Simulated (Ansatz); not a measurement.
Consider Ge in the diamond structure (space group Fd-3m, No. 227; a = 5.6746 Å). Axes: x, y, z lie along the cube axes.

Structures relaxed with r2SCAN (Ansatz, a quantum-chemistry and plane-wave program; PAW; 500 eV plane waves; without spin-orbit coupling).

Base:

Simulated powder pattern, Cu Kα1, λ = 1.54056 Å (kinematic, ideal powder, no thermal factors, no anomalous dispersion; the 10 strongest lines at most, above 2 %, up to 2θ = 90°):

| 2θ (°) | I/Imax (%) | hkl |
|---|---|---|
| 27.20 | 100 | (111) |
| 45.16 | 75 | (220) |
| 53.51 | 45 | (311) |
| 65.77 | 12 | (400) |
| 72.55 | 18 | (331) |
| 83.36 | 24 | (422) |
| 89.71 | 14 | (511) |

Now apply this change: biaxial strain +1.04 %, plane normal [001], relaxed out of plane (Cartesian); in-plane vectors clamped, the third vector and the atoms free.

Q: Where do the lines fall after the change?

A: 
Simulated powder pattern, Cu Kα1, λ = 1.54056 Å (kinematic, ideal powder, no thermal factors, no anomalous dispersion; the 10 strongest lines at most, above 2 %, up to 2θ = 90°):

```tsv
2θ (°)	d (Å)	I/Imax (%)	hkl
27.07	3.291	100	(111)
44.67	2.027	25	(220)
45.08	2.009	50	(202)
53.01	1.726	31	(311)
53.75	1.704	15	(113)
65.01	1.433	8.1	(400)
72.39	1.304	12	(313)
82.62	1.167	16	(422)
83.51	1.157	7.9	(224)
88.62	1.103	6.9	(511)
```

The indices refer to the base's conventional cell; one index is shown for lines that coincide. The space group is now I4_1/amd (No. 141).

Whether these cells are dynamically stable was not tested.
